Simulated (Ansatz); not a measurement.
Density of states of SnC (F-43m) below the valence band maximum, PBE with spin-orbit coupling, rigid bands in Ansatz (a first-principles code); cell volume 31.9 Å³.

```csv
energy from edge (eV),10⁻³ states/eV/cell
0.006,18.1
0.031,56.6
0.056,96.0
0.081,127
0.106,151
0.131,171
0.156,191
0.181,208
0.206,224
0.231,241
0.256,256
0.281,272
0.319,294
0.344,308
0.369,324
0.394,336
0.419,351
0.444,365
0.469,378
0.494,393
0.519,407
0.544,422
0.569,437
0.594,452
```

### Question
What effective density of states at 300 K does this give (∫ g(E) exp(−E/k_BT) dE, both spins, divided by the cell's size)?

### Answer
3.8e19 cm⁻³, a density-of-states mass of 1.33 mₑ, valleys and band degeneracy included.

Geometry: cell and atoms relaxed with PBEsol.

Computed structure with no diffraction record at hand here (it may be known, metastable or hypothetical): SnC (F-43m).
